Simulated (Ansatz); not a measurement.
Take Pb in the fcc (Cu type) structure (space group Fm-3m, No. 225; a = 4.934 Å; relaxed with 0.1 eV smearing) as the base. Axes: x, y, z lie along the cube axes.

All numbers come from plane-wave PAW DFT at the PBEsol level (Ansatz, a quantum-chemistry and plane-wave program, 420 eV), no spin-orbit coupling.

Strains are applied to the cell and any free atomic positions relax.

One change was made to it. Results:

| quantity | base | after |
|---|---|---|
| energy relative to the base (free energy F) | 0 meV/atom | +1.2 meV/atom |
| shortest interatomic distance | 3.489 Å | 3.463 Å |
| pressure (mean of the normal stresses, compression positive) | 0.0 GPa | 0.7 GPa |

### Question
Which of these changes matches the shifts?
(A) uniaxial strain ε_zz = +1.00 %
(B) uniaxial strain ε_zz = −1.50 %
(C) uniaxial strain ε_zz = −0.50 %
(D) uniaxial strain ε_zz = +2.00 %

### Answer
B, uniaxial strain ε_zz = −1.50 %. For comparison, the shortest interatomic distance in the other runs: uniaxial strain ε_zz = +1.00 % gives 3.489 Å; uniaxial strain ε_zz = +2.00 % gives 3.489 Å; uniaxial strain ε_zz = −0.50 % gives 3.480 Å.

No phonon test of stability was made.
